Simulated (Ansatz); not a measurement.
Base system: ZnF2 in the rutile structure (space group P4_2/mnm, No. 136; a = 4.717 Å, c = 3.129 Å). Axes: x, y, z lie along a, b, c of the conventional cell.

Calculations: PBEsol in Ansatz (plane waves to 420 eV, PAW, no spin-orbit coupling).

Before the change:

The electron mass is 0.40 mₑ along c, 0.44 mₑ across (at Γ).

Perturbation: the cell is compressed by 3.00 % along z with no lateral relaxation, atoms relaxed at fixed cell.

**Question.** What does the calculation give for the electron mass after the change?

**Answer.** The electron mass becomes 0.41 mₑ along z, 0.45 mₑ across (at Γ) (base: 0.40 mₑ along c, 0.44 mₑ across (at Γ)).

**Question.** Predict the new stress.

**Answer.** The stress (xx, yy, zz, yz, xz, xy; compression positive) is (3.04, 3.04, 6.34, 0.00, 0.00, 0.00) GPa.

The levels and masses belong to the bands next to the band gap. The cells carry an imposed strain or load. Effective masses come from finite differences of ±0.01 Å⁻¹. No phonon test of stability was made.

Ansatz is a first-principles code.
